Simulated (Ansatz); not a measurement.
Abridged Ansatz (an electronic-structure program) output:

```
Relaxation: its limit of steps is 50 (relax.max_steps)
Pseudopotential: Hf, paw, valence charge 26
Pseudopotential: O, paw, valence charge 6
Crystal: 3 atoms, lattice volume = 30.097 Å³
Basis set: ecut = 420 eV, 577 PW (Γ), exchange–correlation on 48×48×48 points (8 copies of the dense FFT grid, shifted against one another)
Bands: 23, of which v1, the nominal top of the filled ones, is band 19 counted from 1 (18 counted from 0)
Symmetry: 16 space group operations
k-points: 126 of 1331
Functional: x = slater, c = lda
SCF iter   1: F=—  HF=-16592.921715 eV  |F-HF|=—  |Δ(HF+E_count)|=         —  Δρ=1.86e-2  dr2=8.67e-2  ethr=1.77e-3  ⟨swp⟩=4.8  Hψ=10726  notcnv=0
SCF iter   2: F=—  HF=-16592.907664 eV  |F-HF|=—  |Δ(HF+E_count)|=   1.41e-2  Δρ=1.17e-2  dr2=2.94e-2  ethr=2.28e-4  ⟨swp⟩=2.0  Hψ=6280  notcnv=0
SCF 1 converged in 7 iterations: F = -16592.898873 eV  dr2 = 4.74e-9
relax step   1: F+E_penalty+E_count = -16592.89887267 eV  Δ(F+E_penalty+E_count) = +0.000e0 eV  max|allowed force component| = 2.891e-18 eV/Å  Δτ_max = 0.0000 Å  P = +11.741 GPa  Ω = 30.097 Å³  fix = [a, b, gamma]  reactions: a +18.187, b +18.187 GPa  (7 SCF iters, dr2 threshold 1.00e-7 eV, accepted)
[... steps on the carried basis left out ...]
relax step   5: F+E_penalty+E_count = -16592.89911956 eV  Δ(F+E_penalty+E_count) = -1.376e-5 eV  max|allowed force component| = 5.204e-18 eV/Å  Δτ_max = 0.0000 Å  P = +12.316 GPa  Ω = 30.044 Å³  energy of the carried Pulay correction = +1.355e-5 eV  fix = [a, b, gamma]  reactions: a +18.475, b +18.475 GPa  (3 SCF iters, dr2 threshold 3.78e-9 eV, accepted)
Crystal: 3 atoms, lattice volume = 30.044 Å³
SCF iter   1: F=—  HF=-16592.899116 eV  |F-HF|=—  |Δ(HF+E_count)|=         —  Δρ=2.33e-6  dr2=9.54e-10  ethr=2.66e-8  ⟨swp⟩=3.4  Hψ=19795  notcnv=0
SCF iter   2: F=—  HF=-16592.899116 eV  |F-HF|=—  |Δ(HF+E_count)|=   4.05e-7  Δρ=1.35e-6  dr2=3.52e-10  ethr=2.51e-12  ⟨swp⟩=3.2  Hψ=7277  notcnv=0
SCF 6 converged in 5 iterations: F = -16592.899116 eV  dr2 = 1.05e-13
SCF converged after 5 iterations
Free energy (F): -16592.899116 eV
Internal energy: -16592.899116 eV  (E = F + TS)
E sigma→0 (E₀):  -16592.899116 eV
Fermi energy:    19.259509 eV
--- Forces (eV/Å), atoms counted from 1 ---
  atom   1  Hf     0.00000000     0.00000000     0.00000000
  atom   2  O     -0.00000000     0.00000000    -0.00000000
  atom   3  O      0.00000000     0.00000000     0.00000000
--- Stress (GPa, compression-positive) ---
       18.474679       0.000000       0.000000
        0.000000      18.474679       0.000000
        0.000000       0.000000      -0.000933
  P = ⅓ Tr σ = 12.3161 GPa (123.161 kbar)
--- Relaxed structure (4 steps of the walk, 4 accepted, 2 SCFs on fresh bases) ---
  cell:  # Å, volume = 30.0444 Å³
    - [3.4478599712, 0.0, 0.0]
    - [0.0, 3.4478599712, 0.0]
    - [1.7239299856, -1.7239299856, 2.527343977745314]
  atoms:
    - { symbol: Hf, position: [1.5128399382860369e-35, 1.4546537868131373e-36, 0.0] }
    - { symbol: O, position: [0.75, 0.75, 0.5000000000000001] }
    - { symbol: O, position: [0.24999999999999994, 0.25000000000000006, 0.5000000000000001] }
```

Task: What was computed, and what are the main results?

Result: HfO2, 3 atoms in the cell, with LDA, PAW, 420 eV (Ansatz; no spin-orbit coupling). The last SCF converged to F = -16592.899116 eV, or -5530.9664 eV per atom, at a pressure of 12.32 GPa. The total energy compares only with runs of the same code, potentials and settings.

With Hf present, leaving out spin-orbit coupling can change the band edges. The cells carry an imposed strain or load. Whether these cells are dynamically stable was not tested. The cell was made from HfO₂ in the fluorite structure (space group Fm-3m, No. 225) by this change: biaxial strain −2.50 %, plane normal [001], relaxed out of plane. This is not the structure that HfO2 has at room temperature and ambient pressure.

Keys are those of Ansatz 0.2.
